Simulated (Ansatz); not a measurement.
Consider CuI in the zinc blende structure (space group F-43m, No. 216; a = 5.939 Å).

Now apply this change: cell and atoms relaxed at a pressure of 2.1 GPa.

Levels (all Ansatz, a first-principles code, PAW): PBEsol (420 eV, spin-orbit coupling left out); r2SCAN (500 eV, no spin-orbit coupling); HSE06 (420 eV, scalar-relativistic without spin-orbit coupling).

One geometry, relaxed with PBEsol, under each level:

Notes on the quantities. hole mass: degenerate bands, along [100].

| level | band gap | lowest conduction level above the VBM at special points | electron mass | hole mass | pressure |
|---|---|---|---|---|---|
| PBEsol | 1.29 eV | Γ 1.29 eV; L 2.14 eV; X 2.39 eV; K 2.90 eV | 0.14 mₑ (at Γ) | 0.20, 0.59, 0.59 mₑ (at Γ) | 2.10 GPa |
| r2SCAN | 1.92 eV | Γ 1.92 eV; L 2.63 eV; X 2.74 eV; K 3.26 eV | 0.18 mₑ (at Γ) | 0.28, 0.60, 0.60 mₑ (at Γ) | 4.33 GPa |
| HSE06 | 2.86 eV | Γ 2.86 eV; L 3.63 eV; X 3.61 eV | – | – | – |

Single points use the geometry relaxed with PBEsol. Their cutoffs differ, which shifts pressures a little. With I present, leaving out spin-orbit coupling can change the band edges. Load acts through the strain it causes; cell and atoms are relaxed under it. Effective masses come from finite differences of ±0.01 Å⁻¹. Stability against distortions was not tested. Tetrahedral semiconductors of this kind turn to denser phases somewhere between about 1 and 50 GPa; those were not computed, so compressed cells here can lie past the real transition. All final runs are without spin polarisation.
